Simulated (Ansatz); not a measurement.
The reference is CdS in the zinc blende structure (space group F-43m, No. 216; a = 5.927 Å).

Level of theory: PBE/PAW in Ansatz (an electronic-structure program), without spin-orbit coupling.

Base values:

| Item | Value |
|---|---|
| Width of the top valence band | 2.02 eV |
| Band gap | 1.04 eV |
| Electron mass | 0.12 mₑ (at Γ) |
| Hole mass | 0.13, 0.82, 0.82 mₑ (at Γ) |
| Pressure | 0.0 kbar |

Perturbation: an isotropic linear strain of −1.00 %; the atoms relax in the strained cell.

Q: Predict the new width of the top valence band, band gap, electron mass, hole mass and pressure.

A: The width of the top valence band rises by 0.10 eV, from 2.02 eV to 2.12 eV; the band gap increases by 0.07 eV to 1.11 eV; the electron mass stays 0.12 mₑ (at Γ); the hole mass (degenerate bands, along [100]) goes from 0.13, 0.82, 0.82 mₑ (at Γ) to 0.13, 0.79, 0.79 mₑ (at Γ); the pressure goes from zero to 17.3 kbar.

Masses are band curvatures over ±0.01 Å⁻¹ around the edge. No phonon test of stability was made.
